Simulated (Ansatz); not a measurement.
Reference: Hf (P6_3/mmc), PBEsol, rigid bands (plane waves, PAW, scalar-relativistic; Ansatz, an electronic-structure program); geometry: cell and atoms relaxed with PBEsol.

```
Hf
1.0
    3.15744     0.00000     0.00000
   -1.57872     2.73442     0.00000
    0.00000     0.00000     5.00550
Hf
2
Direct
  0.33333   0.66667   0.25000
  0.66667   0.33333   0.75000
```

The density of states at the Fermi level per atom is 0.69 states/eV and the drude plasma energy is 4.2 eV. The root-mean-square Fermi velocity is 4.6 ×10⁵ m/s.

### Question
Swap Hf for Ti, keeping the structure type. How do these values move?

### Answer
Ti (P6_3/mmc): volume per atom 21.6 to 16.7 Å³; density of states at the Fermi level per atom rises (0.69 states/eV to 0.91 states/eV); Drude plasma energy stays about the same (4.2 eV to 3.9 eV); root-mean-square Fermi velocity falls (4.6 ×10⁵ m/s to 3.3 ×10⁵ m/s).

### Question
Swap Hf for Zr, keeping the structure type. How do these values move?

### Answer
Zr (P6_3/mmc): volume per atom 21.6 to 22.5 Å³; density of states at the Fermi level per atom rises (0.69 states/eV to 1.00 states/eV); Drude plasma energy stays about the same (4.2 eV to 4.2 eV); root-mean-square Fermi velocity stays about the same (4.6 ×10⁵ m/s to 3.9 ×10⁵ m/s).

### Question
Swap Hf for Ru, keeping the structure type. How do these values move?

### Answer
Ru (P6_3/mmc): volume per atom 21.6 to 13.3 Å³; density of states at the Fermi level per atom stays about the same (0.69 states/eV to 0.78 states/eV); Drude plasma energy rises (4.2 eV to 8.9 eV); root-mean-square Fermi velocity rises (4.6 ×10⁵ m/s to 7.2 ×10⁵ m/s).

Moves up to 19 % count as about the same. Metals at this level; values at 300 K, both spins, means over directions. As a rough test of the mesh, the Fermi surface's area from every second k point differs by up to 13 %. Spin-orbit coupling is left out.

The missing spin-orbit coupling matters most for Hf (P6_3/mmc).
